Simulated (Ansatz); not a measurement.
# LaAl$_{2}$Ag$_{3}$ (space group Cmmm, No. 65; a cell from a computed database, its experimental status unchecked)

LaAl$_{2}$Ag$_{3}$ is taken in the orthorhombic space group Cmmm (No. 65), Pearson symbol oS12. Cell: a = 5.447 Å, b = 9.663 Å, c = 4.470 Å, α = 90.00°, β = 90.00°, γ = 90.00°. La on 2a sees 6 Ag at 3.125–3.214 Å and 4 Ag at 3.523 Å and 8 Al at 3.562 Å and 2 La at 4.470 Å. Al on 4f is coordinated by 6 Ag at 2.711–2.773 Å and 2 Al at 2.723 Å and 4 La at 3.562 Å. Ag1 on 4i is coordinated by 4 Al at 2.711 Å and 2 Ag at 2.812 Å and 2 Ag at 3.071 Å and 1 Ag at 3.413 Å and 3 La at 3.125–3.214 Å. Ag2 on 2c is surrounded by 4 Al at 2.773 Å and 4 Ag at 2.812 Å and 4 La at 3.523 Å. (Neighbours: up to the widest gap in distance over summed covalent radii, below 1.35, at either atom.)
(The calculation used a cell of 6 atoms; values per cell refer to that cell.)

The values are results of PBEsol in Ansatz (plane waves to 420 eV, PAW, no SOC), not measurements. Γ-centred 10×10×11 mesh, Fermi–Dirac width 0.05 eV.

```json
{
  "volume_per_atom": "19.60 Å³",
  "density": "7.29 g/cm³",
  "band_gap": "zero",
  "total_energy": "-4963.218 eV/atom (σ→0; compares only within this code and set-up)"
}
```

No phonon test of stability was made.

Ansatz is a program for electronic structure.
